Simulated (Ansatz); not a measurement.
**Hg (R-3m, No. 166, 1 atom in the cell)**

Computed with PBE-D3(BJ) (PAW; Ansatz, a program for electronic structure).

Settings: plane-wave cutoff 520 eV, 20×20×20 k mesh, Fermi–Dirac smearing 0.05 eV, scalar-relativistic PAW data made under PBE.

Cell (relaxed at this level):

```
CELL_PARAMETERS angstrom
      2.44425    -1.81275    -0.04908
      2.44425     1.81275    -0.04908
      1.15734     0.00000     2.81485
ATOMIC_POSITIONS crystal
  Hg 0.00000 0.00000 0.00000
```

For Hg (R-3m, No. 166, 1 atom in the cell), the bulk modulus B0 is 20.6 GPa and the band gap comes out as zero (no gap).

Note: the relaxation could not lower the start's symmetry, so the cell can be a saddle point above a distorted one; the bulk modulus comes from volumes at which shape and atoms were relaxed.

Spin–orbit coupling is not included; it can shift volumes and moduli of such heavy elements.

Static lattice: no zero-point or thermal effects.

It cost roughly 7 core-minutes of CPU time.
